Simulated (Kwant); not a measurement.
Model system: wire with a row of barriers in a ZnO two-dimensional gas. Effective mass 0.3 mₑ, grid spacing 6.7 nm, hard walls, nominal width 200 nm (29 grid rows, so walls 201 nm apart), one parabolic valley, scattering region 670 nm long along x; energies count from the band bottom; Fermi energy swept from 2.5069e-05 to 0.00029769 eV. 2 barrier(s) across the wire, height 0.0014 eV, thickness 20.1 nm (about 3 grid columns), spaced by 107.2 nm.

The device is made up for the run: typed textbook-type constants, with dimensions and the other settings drawn at random.

Model: effective-mass tight-binding model on a square grid, one spin, coherent transport at 0 K (Kwant). Conductance is in e²/h.

### Question
How many channels do the leads carry at E = 0.183, 0.215 meV?

### Answer
The hard-wall thresholds are n² ħ²π²/(2mW²) = n² × 0.0310 meV with W = 201 nm. √(0.183/0.0310) = 2.43, so 2. √(0.215/0.0310) = 2.63, so 2.
